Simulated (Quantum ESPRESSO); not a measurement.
Quantum ESPRESSO run on TiTc (P4mm, 2 atoms in the cell): self-consistent single point.

Computed with PBEsol, GBRV 1.5 ultrasoft (PBESOL) pseudopotentials (plane waves; Quantum ESPRESSO).

```
TiTc
1.0
    3.10375     0.00000     0.00000
    0.00000     3.10375     0.00000
    0.00000     0.00000     3.10375
Ti Tc
1 1
Cartesian
  1.55188   1.55188   1.60188
  0.00000   0.00000   0.00000
```

Reference input (self-consistent single point, DFT, PBEsol, plane waves, GBRV 1.5 ultrasoft (PBESOL) pseudopotentials): ecutwfc = 50 Ry; ecutrho = 400 Ry; occupations = smearing; smearing = fd; degauss = 0.0073499 Ry; potentials = {Ti: ti_pbesol_v1.4.uspp.F.UPF, Tc: tc_pbesol_v1.uspp.F.UPF}; K_POINTS = automatic 7 7 7 0 0 0; conv_thr = 1e-09 Ry; mixing_beta = 0.3. This run's input differs from it in these lines:

```diff
@@ -15,4 +15,4 @@
   occupations = 'smearing',
-  smearing = 'fd',
-  degauss = 0.0073499,
+  smearing = 'cold',
+  degauss = 0.00147,
 /
@@ -29,3 +29,3 @@
 K_POINTS automatic
-7 7 7  0 0 0
+12 12 12  0 0 0
 CELL_PARAMETERS angstrom
```

Log, with long lists cut:

```
     Self-consistent Calculation

     iteration #  1     ecut=    50.00 Ry     beta= 0.30

     negative rho (up, down):  1.374E-01 0.000E+00

     total energy              =    -292.71062776 Ry
     estimated scf accuracy    <       3.72616358 Ry

     iteration #  2     ecut=    50.00 Ry     beta= 0.30

     negative rho (up, down):  1.345E-01 0.000E+00

     total energy              =    -293.25860209 Ry
     estimated scf accuracy    <       1.80856861 Ry

     iteration #  3     ecut=    50.00 Ry     beta= 0.30

     negative rho (up, down):  1.325E-01 0.000E+00

     total energy              =    -293.31395655 Ry
     estimated scf accuracy    <       0.17418501 Ry

   [... 18 blocks of this kind left out ...]

     iteration # 22     ecut=    50.00 Ry     beta= 0.30

     negative rho (up, down):  1.314E-01 0.000E+00

     total energy              =    -293.40011282 Ry
     estimated scf accuracy    <          2.7E-09 Ry

     iteration # 23     ecut=    50.00 Ry     beta= 0.30

     negative rho (up, down):  1.314E-01 0.000E+00
     End of self-consistent calculation

     Number of k-points >= 100: set verbosity='high' to print the bands.

     the Fermi energy is    18.1485 ev

!    total energy              =    -293.40011282 Ry
     estimated scf accuracy    <          1.4E-10 Ry
     smearing contrib. (-TS)   =       0.00000709 Ry
     internal energy E=F+TS    =    -293.40011991 Ry

     convergence has been achieved in  23 iterations

     negative rho (up, down):  1.314E-01 0.000E+00

     Forces acting on atoms (cartesian axes, Ry/au):

     atom    1 type  1   force =     0.00000000    0.00000000   -0.01527609
     atom    2 type  2   force =     0.00000000    0.00000000    0.01527609

     Total force =     0.021604     Total SCF correction =     0.000002

     negative rho (up, down):  1.314E-01 0.000E+00
          total   stress  (Ry/bohr**3)                   (kbar)     P=      -70.13
  -0.00046916   0.00000000   0.00000000          -69.02        0.00        0.00
   0.00000000  -0.00046916   0.00000000            0.00      -69.02        0.00
   0.00000000   0.00000000  -0.00049197            0.00        0.00      -72.37

   JOB DONE.
```

The run converged in 23 iterations. Against the reference run the free energy goes up by 10.0 meV/atom, the pressure goes from -7.15 to -7.01 GPa and the largest force goes from 0.368 to 0.393 eV/Å.

The starting cell comes from a database of computed structures (which also holds hypothetical and non-ambient phases and stackings), without a prior relaxation at this level. Its lattice was rescaled by up to half a per cent. One atom was moved a little off its site on purpose. Spin polarisation is off. With a pressure of about -7 GPa the cell is away from its equilibrium volume at this level.

Cost on one core of a shared machine: roughly 2 min.
